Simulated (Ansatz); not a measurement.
The parent structure is Sb (space group R-3m, No. 166; layered; relaxed with 0.1 eV smearing).

```xyz
2
Lattice="2.1631 1.2489 3.7797 -2.1631 1.2489 3.7797 0.0000 -2.4978 3.7797" Properties=species:S:1:pos:R:3 pbc="T T T"
Sb     0.0000     0.0000     2.6465
Sb     0.0000     0.0000     8.6925
```

Cartesian axes are those of the cell as printed.

All numbers come from r2SCAN+rVV10 (Ansatz, a first-principles code), spin-orbit coupling left out.

Base values:

```
Quantity                        Result
-----------------------------  -------
Shortest interatomic distance  2.920 Å
```

It is then changed as follows: biaxial strain +0.50 %, plane normal [001], relaxed out of plane (Cartesian); in-plane vectors clamped, the third vector and the atoms free.

Task: Predict the new in-plane stress, shortest interatomic distance and energy relative to the base.

Result: The mean in-plane stress (compression positive) amounts to -0.5 GPa; the shortest interatomic distance rises by 0.0061 Å to 2.927 Å; the energy increases by 0.5 meV/atom.

Whether these cells are dynamically stable was not tested.
